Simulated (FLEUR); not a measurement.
## FLEUR run on NaH (Fm-3m, 2 atoms in the cell): self-consistent single point

Method of the run: PBE, all-electron FLAPW (FLEUR), scalar-relativistic valence run with FLEUR.

The input file:

Input of the input generator:

```
NaH crystal
&input film=f /
-0.0000000000 4.5878770854 4.5878770854
4.5878770854 -0.0000000000 4.5878770854
4.5878770854 4.5878770854 -0.0000000000
1.0
1.0 1.0 1.0

2
11 0.0000000000 0.0000000000 0.0000000000
1 0.5000000000 0.5000000000 0.5000000000

&comp jspins=1 /
&kpt div1=4 div2=4 div3=4 gamma=t /
&end /
```

```xml
<?xml version="1.0" encoding="UTF-8" standalone="no"?>
<fleurInput fleurInputVersion="0.39">
   <comment>
      NaH crystal                                                                                         
   </comment>
   <calculationSetup>
      <cutoffs Kmax="4.5" Gmax="22.5" GmaxXC="22.5" numbands="0"/>
      <scfLoop itmax="100" minDistance="0.00001" maxIterBroyd="40" imix="Anderson" alpha="0.05" precondParam="0.0" spinf="2.0"/>
      <coreElectrons ctail="T" frcor="F" kcrel="0" coretail_lmax="0"/>
      <xcFunctional name="pbe" relativisticCorrections="F"/>
      <magnetism jspins="1"/>
      <soc l_soc="F" theta="0.0" phi="0.0" spav="F"/>
      <expertModes spex="0" secvar="F"/>
      <geometryOptimization l_f="T" forcealpha="1.0" forcemix="BFGS" epsdisp="0.00001" epsforce="0.00001"/>
      <ldaU l_linMix="F" mixParam="0.05" spinf="1.0"/>
   </calculationSetup>
   <cell>
      <bzIntegration valenceElectrons="10.0" mode="hist" fermiSmearingEnergy="0.00036749">
         <kPointListSelection listName="default-1"/>
         <!-- k-points included here -->
         <xi:include xmlns:xi="http://www.w3.org/2001/XInclude" href="kpts.xml"> </xi:include>
      </bzIntegration>
      <!-- symmetry operations included here -->
      <xi:include xmlns:xi="http://www.w3.org/2001/XInclude" href="sym.xml"> </xi:include>
      <bulkLattice scale="1.0">
         <bravaisMatrix>
            <row-1>    0.0000000000000000     4.5878770853999997     4.5878770853999997</row-1>
            <row-2>    4.5878770853999997     0.0000000000000000     4.5878770853999997</row-2>
            <row-3>    4.5878770853999997     4.5878770853999997     0.0000000000000000</row-3>
         </bravaisMatrix>
      </bulkLattice>
   </cell>
   <atomSpecies>
      <species name="Sodium (Na)" element="Na" atomicNumber="11">
         <mtSphere radius="2.54" gridPoints="843" logIncrement="0.014"/>
         <atomicCutoffs lmax="10" lnonsphr="8"/>
         <electronConfig flipSpins="F">
            <coreConfig>(1s1/2)</coreConfig>
            <valenceConfig>(2s1/2) (2p1/2) (2p3/2) (3s1/2)</valenceConfig>
            <stateOccupation state="(3s1/2)" spinUp="0.5" spinDown="0.5"/>
         </electronConfig>
         <energyParameters s="3" p="2" d="3" f="4"/>
         <lo type="SCLO" l="0" n="2" eDeriv="0"/>
         <lo type="HELO" l="1" n="3" eDeriv="0"/>
         <lo type="HELO" l="1" n="3" eDeriv="1"/>
         <lo type="SCLO" l="2" n="3" eDeriv="2"/>
         <lo type="SCLO" l="3" n="4" eDeriv="2"/>
      </species>
      <species name="Hydrogen (H)" element="H" atomicNumber="1">
         <mtSphere radius="1.70" gridPoints="563" logIncrement="0.015"/>
         <atomicCutoffs lmax="7" lnonsphr="5"/>
         <electronConfig flipSpins="F">
            <coreConfig></coreConfig>
            <valenceConfig>(1s1/2)</valenceConfig>
            <stateOccupation state="(1s1/2)" spinUp="0.5" spinDown="0.5"/>
         </electronConfig>
         <energyParameters s="1" p="2" d="3" f="4"/>
         <lo type="SCLO" l="0" n="1" eDeriv="2"/>
         <lo type="SCLO" l="1" n="2" eDeriv="2"/>
      </species>
   </atomSpecies>
   <atomGroups>
      <atomGroup species="Sodium (Na)">
         <relPos label="                   1">.0000000000 .0000000000 .0000000000</relPos>
         <force calculate="T" relaxXYZ="TTT"/>
      </atomGroup>
      <atomGroup species="Hydrogen (H)">
         <relPos label="                   2">1.000/2.000 1.000/2.000 1.000/2.000</relPos>
         <force calculate="T" relaxXYZ="TTT"/>
      </atomGroup>
   </atomGroups>
   <output dos="F" band="F" slice="F">
      <checks vchk="F" cdinf="F"/>
      <bandDOS minEnergy="-.5*Htr" maxEnergy="0.5*Htr" sigma="0.015" storeEVData="T"/>
      <vacuumDOS vacdos="F" integ="F" star="F" nstars="0" locx1="0.0" locy1="0.0" locx2="0.0" locy2="0.0" nstm="0" tworkf="0.0"/>
      <unfoldingBand unfoldBand="F" supercellX="1" supercellY="1" supercellZ="1"/>
      <plotting iplot="0" polar="F">
         <plot TwoD="T" vec1="  1.0  0.0  0.0" vec2="  0.0  1.0  0.0" vec3="  0.0  0.0  1.0" zero="  0.0  0.0  0.0" file="plot"/>
      </plotting>
      <chargeDensitySlicing numkpt="0" minEigenval="0.0" maxEigenval="0.0" nnne="0" pallst="F"/>
      <specialOutput eonly="F"/>
      <magneticCircularDichroism mcd="F" energyLo="-10.0" energyUp="0.0"/>
   </output>
  <!-- We include the file relax.xml here to enable relaxations (see documentation) -->
  <xi:include xmlns:xi="http://www.w3.org/2001/XInclude" href="relax.xml"> <xi:fallback/> </xi:include>
</fleurInput>
```

Output, abridged:

```
      Welcome to FLEUR        (www.flapw.de)
      MaX-Release 8.1          (www.max-centre.eu)

 ========== k-point set info ==========
 Selected k-point list: default-1
 k-point list type: mesh
 4 x 4 x 4
 Number of k points: 8

 ------------Calculation Setup---------------------------
           1           2           4           8
 Number of basis functions:          377
 Iteration:     1   Distance:       8.88323470 me/bohr^3
 Iteration:     2   Distance:       8.18115709 me/bohr^3
 Iteration:     3   Distance:       1.34118778 me/bohr^3
 Iteration:     4   Distance:       0.94278106 me/bohr^3
 Iteration:     5   Distance:       0.72243222 me/bohr^3
 Iteration:     6   Distance:       0.25934658 me/bohr^3
   [... 3 lines left out ...]
 Iteration:    10   Distance:       0.00129100 me/bohr^3
 Iteration:    11   Distance:       0.00069628 me/bohr^3
 Iteration:    12   Distance:       0.00004684 me/bohr^3
 Iteration:    13   Distance:       0.00001998 me/bohr^3
 Iteration:    14   Distance:       0.00000178 me/bohr^3

 Run finished successfully
 Stop message:
   Structural relaxation: Done

[file out, last iteration]
             iter=     15
          p o t e n t i a l   g e n e r a t o r
[...]
          integral of pseudo charge density inside the slab=        0.000000   0.000000
     coulomb potential in the interstitial region:
          density-coulomb potential integrals
          total density-coulomb potenti     -228.6234414059
          density-effective potential integrals for spin  1
          total density-effective poten   -2.4762109910E+02
          charge density-energy density integrals
          total charge density-energy d   -1.4738753578E+01
 Updated energy parameters for spin:           1
  Atom    1 3s branch from -1.87 to  1.37 htr. ; e_l =  0.1278
  Atom    1 2p branch from -9.99 to -0.83 htr. ; e_l = -0.8433
  Atom    1 3d branch from -9.99 to  1.80 htr. ; e_l =  0.3900
  Atom    1 4f branch from -9.99 to  3.24 htr. ; e_l =  0.5548
  Atom    1 2s branch from-37.78 to -1.87 htr. ; e_l(l -1.8775
  Atom    1-3p branch from  1.10 to  1.10 htr. ; e_l(l  1.0990
  Atom    1-3p branch from  1.10 to  1.10 htr. ; e_l(l  1.0990
  Atom    1 3d branch from -9.99 to  1.80 htr. ; e_l(l  0.3900
  Atom    1 4f branch from -9.99 to  3.24 htr. ; e_l(l  0.5548
  Atom    2 1s branch from -9.99 to  0.69 htr. ; e_l = -0.0532
  Atom    2 2p branch from -9.99 to  2.92 htr. ; e_l =  0.2655
  Atom    2 3d branch from -9.99 to  5.30 htr. ; e_l =  0.4452
  Atom    2 4f branch from -9.99 to  8.06 htr. ; e_l =  0.6046
  Atom    2 1s branch from -9.99 to  0.69 htr. ; e_l(l -0.0532
  Atom    2 2p branch from -9.99 to  2.92 htr. ; e_l(l  0.2655
[...]
 fermi energy and band-weighting factors:
at   0.00000   0.00000   0.00000   k-weight:    0.015625
    9 eigenvalues :
   -1.877729   -0.844411   -0.844411   -0.844411   -0.161978    0.347592    0.538671    0.538671
    0.538671
   [... 2 blocks of this kind left out ...]

[...]
FERMIE:
          first approx. to ef    (T=0)  :  -0.030824 htr   (energy of the highest occ. eigenvalue)
          number of occ. states  (T=0)  :         40
          first approx. to seigv (T=0)  :  -8.971835 htr
          sum of weights of occ. states :   5.000000
          sum of semicore charge        :   0.000000 e
FERHIS:  Fermi-Energy by histogram:
          bandgap                     :   0.137448 htr
          charge neutrality (T=0)     :   0.000000    (zero if the highest occ. eigenvalue is "entirely" occupied)
          no eigenvalues within 8 tkb of ef reverts to the t=0 k method.
          number of occ. states       :        40
          sum of the valence weights  :    5.000000
          entropy         :   0.000000 *kb htr/K =   0.00000 htr/K
          sum of val. single particle energies:        -8.9718346975 htr
 Direct bandgap for spin            1 :   0.16867392309838403       Htr
 at k-point            3  with k-vector    0.0000000000000000        0.0000000000000000       0.50000000000000000
          valence density: spin= 1
[...]
     l-like charge
     atom     s        p        d        f        total
 -->  1    2.10462  6.07740  0.03395  0.00399    8.22083
 -->  2    0.96908  0.00421  0.00053  0.00008    0.97393
          total charge for spin  1=   10.000000
          interst. charge =       0.805242
          mt charge=              8.220827    0.973931
          total charge  =   10.000000
          z= 11.     r(1)=  0.192917E-04     dx= 0.014000     m.t.index= 843
               n    l     j    energy       weight
               1.   0.   0.5  -37.7750      2.0000
          atom type    1  (spin 1)
          kinetic energy=  0.112820209664E+03     sum of the eigenvalues= -0.755500451986E+02
          0.00000000  electrons lost from core.
          z=  1.     r(1)=  0.370977E-03     dx= 0.015000     m.t.index= 563
               n    l     j    energy       weight
          atom type    2  (spin 1)
          kinetic energy=  0.000000000000E+00     sum of the eigenvalues=  0.000000000000E+00
          0.00000000  electrons lost from core.
          total charge for spin  1=   12.000000
          interst. charge =       0.805242
          mt charge=             10.220827    0.973931
          total charge  =   12.000000
          zc=    12.000000     qfix=    1.000000
     t o t a l  e n e r g y
          sum of eigenvalues =               -84.5218798961
          density-coulomb potential int     -228.6234414059
          density-effective potential i     -247.6210991036
          charge density-ex.-corr.energ      -14.7387535781
          el.-nucl. inter. diff. m.t.        194.3308354272
          Madelung term for atom type:        -2.0825075903
          el.-nucl. inter. diff. m.t.          0.5930334984
          Madelung term for atom type:        -0.0748495947
 ---->    total energy=                     -163.0324811842 htr
 ---->    (input%tkb*entropy) TS=              0.0000000000 htr
 ---->    free energy=                      -163.0324811842 htr
      extrapolation for T->0
 ---->    total electron energy=            -163.0324811842 htr
 ***** TOTAL FORCES ON ATOMS *****
 TOTAL FORCE FOR ATOM TYPE=  1  X=  0.000   Y=  0.000   Z=  0.000
                       FX_TOT= 0.000000 FY_TOT= 0.000000 FZ_TOT= 0.000000
 TOTAL FORCE FOR ATOM TYPE=  2  X=  4.588   Y=  4.588   Z=  4.588
                       FX_TOT= 0.000000 FY_TOT= 0.000000 FZ_TOT= 0.000000
 Structural relaxation: Done
```

The run converged in 14 iterations. FLEUR gives forces in its relaxation mode, with a further iteration, so its stop message speaks of a relaxation.

The starting cell has typed, rounded lattice constants, without a prior relaxation at this level. Its lattice was rescaled by up to half a per cent. Values depend on the basis (sphere radii, cutoffs, local orbitals), which need not be converged.

Cost on one core of a shared machine: roughly 40 s.
